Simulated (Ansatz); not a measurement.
Consider a periodic stack without vacuum, bcc V (0 0 1) on zinc-blende InAs (0 0 1) (film strained to the substrate, started from cuts of the bulks and a machine-learned relaxation; slabs As5In6 and V16, which can lie off the formulas): substrate slab As5In6, film V16, surface cells [[1, 0], [1, 1]] and [[-1, 1], [-1, -1]], film strained by +3.2 and +3.2 %, outermost planes In/In and V/V as cut, which need not be the usual terminations and can put a slab off its formula. Its start:

```xyz
27
Lattice="4.3739 0.0000 0.0748 0.0000 4.3739 -0.0926 0.2006 -2.1245 27.6683" Properties=species:S:1:pos:R:3 pbc="T T T"
As     0.1843     0.5831     0.5182
As     0.1580     2.1207     7.9626
As     2.3699     0.0127     4.8884
As    -1.4289     2.5361    15.5086
As     2.3073     0.0227    11.2063
In     0.2035    -0.7247     3.5170
In     2.3698     2.7403     1.1046
In     0.1893    -0.0498     9.5500
In     2.3664     2.2917     6.4698
In     0.7388     0.3076    14.9972
In     1.6649     2.2454    12.5410
V      0.6820     0.4015    18.2548
V      2.8657     2.5931    18.2618
V      0.7302     2.5444    16.8148
V      2.9015     0.3739    16.8935
V      0.5626     0.4904    21.1450
V      2.7509    -1.6976    21.2257
V      0.6272     2.6342    19.6554
V      2.8127     0.4464    19.7379
V      0.4572     0.5588    24.0264
V      2.6438    -1.6288    24.1116
V      0.5008    -1.6597    22.6341
V      2.6893     0.5283    22.6212
V      0.4111     0.6137    26.8719
V      2.5938    -1.5948    26.9614
V      0.4287    -1.6009    25.5074
V      2.6147     0.5807    25.5143
```

The start was prepared with a machine-learned potential, and the result is one local minimum, with the in-plane cell held and forces under 0.04 eV/Å; the film can end far from its bulk form.

These are PBE (plane waves to 420 eV, PAW; Ansatz, an electronic-structure program) values and carry that method's errors. Spin–orbit coupling is left out; the runs are not spin-polarised; PBE gaps are too small against experiment. Its k-point mesh 7×7×1, Fermi–Dirac width 0.05 eV.

Question: Predict the relaxed interface.

Answer: 
```
Quantity                                                                                  Result
-------------------------------------------------------------------------------  ---------------
interface area                                                                           19.1 Å²
period                                                                                   27.54 Å
heights between the nearest atoms of the two slabs at the two interfaces         1.24 and 1.29 Å
As–V contacts across the interfaces within 1.22 times the sum of covalent radii  10, mean 2.56 Å
In–V contacts across the interfaces within 1.22 times the sum of covalent radii  10, mean 3.15 Å
```
